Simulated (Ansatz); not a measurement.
Consider BeS in the zinc blende structure (space group F-43m, No. 216; a = 4.7964 Å). Axes: x, y, z lie along the cube axes.

Method: Ansatz (a first-principles code) LDA, spin-orbit coupling left out.

Perturbation: every lattice vector is stretched by 2.50 %, atoms relaxed at fixed cell.

### Question
Predict the stress tensor and what it implies for the stiffness.

### Answer
Stress of the strained cell less that of the base (GPa, compression positive):
```
  -6.58    0.00    0.00
   0.00   -6.58    0.00
   0.00    0.00   -6.58
```

Then B = −ΔP/(ΔV/V₀) with ΔV/V₀ = 0.0769 gives secant stiffness values (nonlinear terms included at this strain): B ≈ 86 GPa.

As a check, the harmonic strain energy −½ V₀ Δσ:ε is 21 meV/atom; the computed energy rise is 23 meV/atom.

Whether these cells are dynamically stable was not tested.
